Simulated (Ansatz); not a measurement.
# CsCl-type NiAl

Calculation: PBE in Ansatz (PAW).

Run with plane-wave cutoff 520 eV, 22×22×22 k mesh, Fermi–Dirac smearing 0.07 eV (set by the program), no spin polarisation, scalar-relativistic PAW data made under PBE.

Cell: measured lattice: a = 2.8860 Å, b = 2.8860 Å, c = 2.8860 Å, α = 90.00°, β = 90.00°, γ = 90.00°.

| Property | Result |
|---|---|
| elastic constant C11 | 212 GPa |
| elastic constant C12 | 141 GPa |
| elastic constant C44 | 121 GPa |
| Voigt–Reuss–Hill bulk modulus | 165 GPa |
| polycrystal shear modulus (Hill average) | 74.2 GPa |
| Young modulus | 193 GPa |
| Poisson ratio | 0.304 |

Note: the cell isn't this level's own, so it is under some stress, which shifts stiffness and frequencies.

Elastic constants are with the ions relaxed.

The computed numbers hold no vibrational or temperature effects.

Cost on a shared machine: roughly 4 core-minutes.

Ansatz is an electronic-structure program.
